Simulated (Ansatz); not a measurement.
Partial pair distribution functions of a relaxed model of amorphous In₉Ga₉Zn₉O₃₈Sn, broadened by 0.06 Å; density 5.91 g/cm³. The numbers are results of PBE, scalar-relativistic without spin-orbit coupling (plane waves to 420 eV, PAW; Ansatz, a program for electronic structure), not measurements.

Preparation: random packing, a CHGNet melt and quench, and a DFT relaxation. O atoms were pushed apart under 1.9 Å during the dynamics, to hinder bonds among them. The hot cell started wider than the set density and was brought back towards it in steps. It is the lowest in DFT energy of 2 quenches. It is a model cell: composition and starting density were chosen by hand, and all elements were melted together. No dispersion term was used. Its density started from a set value of 5.91 and ended at 5.91 g/cm³. The simulated quench (nominally 320 K/ps over its main leg) is rapid and tends to freeze in more defects than a deposited or slowly cooled glass has. Values belong to this one cell and scatter from quench to quench. The volume was held where the preparation left it and the shape relaxed, at a PBE pressure of 0.5 GPa. Stress components on the final sampling reach 0.6 GPa.

| r (Å) | g In-O | g Ga-O | g In-In | g Ga-Ga |
|---|---|---|---|---|
| 1.60 | 0.00 | 0.00 | 0.00 | 0.00 |
| 1.70 | 0.00 | 0.34 | 0.00 | 0.00 |
| 1.80 | 0.00 | 4.31 | 0.00 | 0.00 |
| 1.90 | 0.02 | 8.48 | 0.00 | 0.00 |
| 2.00 | 0.89 | 5.02 | 0.00 | 0.00 |
| 2.10 | 5.61 | 2.29 | 0.00 | 0.00 |
| 2.20 | 7.99 | 0.42 | 0.00 | 0.00 |
| 2.30 | 3.91 | 0.01 | 0.00 | 0.00 |
| 2.40 | 1.93 | 0.12 | 0.00 | 0.00 |
| 2.50 | 0.61 | 0.18 | 0.00 | 0.00 |
| 2.60 | 0.11 | 0.05 | 0.00 | 0.00 |
| 2.70 | 0.18 | 0.23 | 0.00 | 0.30 |
| 2.80 | 0.05 | 0.29 | 0.00 | 1.75 |
| 2.90 | 0.00 | 0.39 | 0.00 | 3.07 |
| 3.00 | 0.00 | 0.51 | 0.03 | 3.32 |
| 3.10 | 0.11 | 0.69 | 0.70 | 1.46 |
| 3.20 | 0.27 | 0.60 | 1.75 | 1.08 |
| 3.30 | 0.33 | 0.34 | 2.51 | 0.17 |
| 3.40 | 0.22 | 0.22 | 3.06 | 0.00 |
| 3.50 | 0.21 | 0.73 | 3.10 | 0.02 |
| 3.60 | 0.24 | 1.38 | 2.05 | 0.48 |
| 3.70 | 0.70 | 1.43 | 1.49 | 0.73 |
| 3.80 | 1.64 | 1.16 | 1.86 | 0.86 |
| 3.90 | 1.86 | 0.81 | 1.04 | 1.14 |
| 4.00 | 1.29 | 0.88 | 0.85 | 0.19 |
| 4.10 | 1.36 | 1.17 | 0.79 | 0.00 |
| 4.20 | 1.14 | 1.15 | 0.24 | 0.01 |
| 4.30 | 1.08 | 1.58 | 0.01 | 0.27 |
| 4.40 | 0.91 | 1.42 | 0.02 | 0.59 |
| 4.50 | 1.03 | 1.06 | 0.39 | 0.60 |
| 4.60 | 1.41 | 1.45 | 0.73 | 0.91 |

Within 2.84 Å each In has 6.00 O neighbours on average.
